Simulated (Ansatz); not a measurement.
Data:

```yaml
crystal:
  lattice:
    - [0.00000, 2.85110, 2.79672]
    - [2.85110, 0.00000, 2.79672]
    - [2.85110, 2.85110, 0.00000]
  atoms:
    - { symbol: Al, position: [0.00000, 0.00000, 0.00000] }
    - { symbol: As, position: [0.75000, 0.75000, 0.75000] }
```

The numbers are results of PBEsol with spin-orbit coupling, rigid bands (plane waves, PAW; Ansatz, a program for electronic structure), not measurements. Condition of this run: uniaxial stress zz = 1 GPa (compression positive) (the target of the relaxation). How the cell was made: cell and atoms relaxed with PBEsol, then loaded as said.

Question: What conductivity effective mass do dilute holes have at 300 K?

Answer: 0.59 (x), 0.59 (y), 0.46 (z) mₑ.

Question: Predict the electron conductivity mass (n e² τ/σ) at 300 K, by direction if it differs.

Answer: 0.26 (x), 0.26 (y), 0.75 (z) mₑ.

Question: And the band gap?

Answer: 1.14 eV at this level; semilocal functionals usually fall short of the measured gap.

Rigid bands, one relaxation time for all states, no polarons.
